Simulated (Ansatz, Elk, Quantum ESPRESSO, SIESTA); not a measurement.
## Code comparison for CrClO (Pmmn, 6 atoms in the cell)

Self-consistent single point.

```
CrClO
1.0
    3.14861     0.00000     0.00000
    0.00000     3.81630     0.00000
    0.00000     0.00000     7.84908
Cr Cl O
2 2 2
Direct
  0.00000   0.00000   0.10604
  0.50000   0.50000   0.89396
  0.00000   0.50000   0.68142
  0.50000   0.00000   0.31858
  0.50000   0.00000   0.94782
  0.00000   0.50000   0.05218
```
Moments meant for the start (each program seeds them in its own way; μB, in the order of the atoms Cr Cr Cl Cl O O): 3.0 3.0 0.0 0.0 0.0 0.0.

Shared settings, as Ansatz (an electronic-structure program) writes them: kpoints.mp_grid.grid = 6 5 3; scf.occupations.method = fermi_dirac; scf.occupations.width = 0.01 eV. Potentials and cutoffs stand in the table.

```json
[
 {"code": "Quantum ESPRESSO", "model": "LDA (PW92), PseudoDojo standard norm-conserving (LDA) pseudopotentials", "pressure (GPa)": "-2.33", "largest force (eV/Å)": "0.116", "gap on the mesh (eV)": "0.484", "size of the net moment (μB/atom)": "1.00", "cutoff": "95 Ry"},
 {"code": "Elk", "model": "LDA (PW92), all-electron FP-LAPW, Elk's shipped species files, default APW+lo basis", "pressure (GPa)": "–", "largest force (eV/Å)": "–", "gap on the mesh (eV)": "0.466", "size of the net moment (μB/atom)": "1.00", "cutoff": "rgkmax 7"},
 {"code": "SIESTA", "model": "LDA PW92, numerical atomic orbitals DZP, PseudoDojo LDA standard norm-conserving potentials (rewritten from UPF to PSML)", "pressure (GPa)": "-4.11", "largest force (eV/Å)": "0.162", "gap on the mesh (eV)": "0.405", "size of the net moment (μB/atom)": "1.00", "cutoff": "grid 350 Ry"},
 {"code": "Ansatz", "model": "LDA (PW92), PAW files made with PBE", "pressure (GPa)": "-2.64", "largest force (eV/Å)": "0.107", "gap on the mesh (eV)": "0.477", "size of the net moment (μB/atom)": "1.00", "cutoff": "420 eV"}
]
```

Size of the force on each atom (eV/Å): Sizes of forces hide their directions.

| code | Cr1 | Cr2 | Cl3 | Cl4 | O5 | O6 |
|---|---|---|---|---|---|---|
| Quantum ESPRESSO | 0.048 | 0.048 | 0.060 | 0.060 | 0.116 | 0.116 |
| SIESTA | 0.096 | 0.096 | 0.120 | 0.120 | 0.162 | 0.162 |
| Ansatz | 0.041 | 0.041 | 0.075 | 0.075 | 0.107 | 0.107 |

A dash marks a value that a program does not give, or that is left out as unsure.

Gaps are read on the mesh.

On Ansatz's run: the magnetic order is the one reached from the typed start; others were not searched systematically.

The spread over the programs that give each value: pressure within 1.78 GPa; largest force within 0.055 eV/Å; gap on the mesh within 0.079 eV; size of the net moment within 0.00 μB/atom.

SIESTA uses small atom-centred bases, whose incompleteness enters pressures, forces and empty levels differently from a plane-wave cutoff. Elk treats all electrons, but the usual bases taken here (sphere radii, linearisation, local orbitals, empty states) were not tested for convergence, so the values are no reference for the others. Ansatz's pressure is given at a fixed set of plane waves, as the other plane-wave codes print theirs; with its correction for the finite basis it is -2.38 GPa (the shift of 0.26 GPa shows how far the cutoff is from converged). In the pressure, SIESTA (by 1.63) lies more than 1 GPa from the median of the plane-wave programs. In the force vectors, SIESTA (by 0.187) lies more than 0.08 eV/Å from the median of the plane-wave programs.

On the base mesh (5 4 2) the same programs gave: Ansatz pressure -2.62 GPa, gap on the mesh 0.501 eV; Quantum ESPRESSO pressure -2.31 GPa, gap on the mesh 0.508 eV; Elk gap on the mesh 0.495 eV; SIESTA pressure -4.10 GPa, gap on the mesh 0.423 eV.

The starting cell comes from a database of computed structures (which also holds hypothetical and non-ambient phases and stackings), without a prior relaxation at this level. Its lattice was rescaled by a random factor within 2.5 % of one.

Left out of this page: CP2K (on another mesh).

Keys are those of Ansatz 0.2.
